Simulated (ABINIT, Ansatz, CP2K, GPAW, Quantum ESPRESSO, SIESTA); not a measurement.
## Code comparison for PbO₂ (P4_2/mnm, 6 atoms in the cell)

Self-consistent single point.

```xyz
6
Lattice="4.8881 0.0000 0.0000 0.0000 4.8881 0.0000 0.0000 0.0000 3.3360" Properties=species:S:1:pos:R:3 pbc="T T T"
Pb     0.0000     0.0000     0.0000
Pb     2.4440     2.4440     1.6680
O      1.5027     1.5027     0.0000
O      3.3853     3.3853     0.0000
O      0.9413     3.9468     1.6680
O      3.9468     0.9413     1.6680
```

All programs got the same cell, k-point mesh and kind of occupations (in Ansatz's words: kpoints.mp_grid.grid = 6 6 8; scf.occupations.method = gaussian; scf.occupations.width = 0.136 eV); potentials, basis and cutoffs are each program's usual ones.

```json
[
 {"code": "SIESTA", "model": "GGA PBE, numerical atomic orbitals DZP, PseudoDojo PBE standard norm-conserving potentials (rewritten from UPF to PSML)", "pressure (GPa)": "22.52", "largest force (eV/Å)": "0.148", "k-points": "168", "cutoff": "grid 400 Ry"},
 {"code": "CP2K", "model": "PBE, GPW, DZVP-MOLOPT-SR-GTH basis, GTH-PBE potentials (GTH_POTENTIALS)", "pressure (GPa)": "15.83", "largest force (eV/Å)": "0.034", "k-points": "148", "cutoff": "grid 450 Ry"},
 {"code": "ABINIT", "model": "PBE, PAW (JTH v2.0 PBE PAW)", "pressure (GPa)": "17.64", "largest force (eV/Å)": "0.222", "k-points": "50", "cutoff": "24 Ha"},
 {"code": "Quantum ESPRESSO", "model": "PBE, GBRV 1.5 ultrasoft (PBE) pseudopotentials", "pressure (GPa)": "16.55", "largest force (eV/Å)": "0.206", "k-points": "50", "cutoff": "40 Ry"},
 {"code": "Ansatz", "model": "PBE, default PAW files", "pressure (GPa)": "16.58", "largest force (eV/Å)": "0.212", "k-points": "50", "cutoff": "default"},
 {"code": "GPAW", "model": "PBE, GPAW PAW datasets PBE (gpaw-data 1.0.1)", "pressure (GPa)": "–", "largest force (eV/Å)": "0.192", "k-points": "50", "cutoff": "950 eV"}
]
```

A dash marks a value that a program does not give, or that is left out as unsure.

No clean gap comes from SIESTA, CP2K, ABINIT, Quantum ESPRESSO and GPAW: levels at the Fermi energy touch, overlap or are partly filled at this smearing.

The spread over the programs that give each value: pressure within 6.69 GPa; largest force within 0.188 eV/Å.

The starting cell comes from a database of computed structures (which also holds hypothetical and non-ambient phases and stackings), without a prior relaxation at this level. Its lattice was rescaled by a random factor within 2.5 % of one. On Ansatz's run: Spin-orbit coupling is off. In the base run, with a pressure of about 17 GPa the cell is away from its equilibrium volume at this level. A gap is left out here, as mesh or smearing make it unsure.

Why do the programs differ, and what cannot be compared?

Differences of this kind can come from the potentials, where these differ, and from what each basis and cutoff leave unconverged. The valence holds different numbers of electrons (SIESTA 52, CP2K 32, ABINIT 52, Quantum ESPRESSO 52, Ansatz (a program for electronic structure) 52, GPAW 52). The zero of total energies and Fermi levels follows the potentials and each program's conventions, so they are not compared here. SIESTA and CP2K use small atom-centred bases, whose incompleteness enters pressures, forces and empty levels differently from a plane-wave cutoff. Ansatz's pressure is given at a fixed set of plane waves, as the other plane-wave codes print theirs; with its correction for the finite basis it is 17.18 GPa (the shift of 0.60 GPa shows how far the cutoff is from converged). The pressure of GPAW is left out: its cutoff lies under the one at which its stress was checked. The programs reduce the same mesh by symmetry to different extents, which changes the work and not the result. In the pressure, SIESTA (by 5.94) and ABINIT (by 1.06) lie more than 1 GPa from the median of the plane-wave programs. In the force vectors, CP2K (by 0.243) lies more than 0.08 eV/Å from the median of the plane-wave programs.

Left out of this page: Elk and FLEUR (not drawn, or without a comparable value).

Keys are those of Ansatz 0.2.
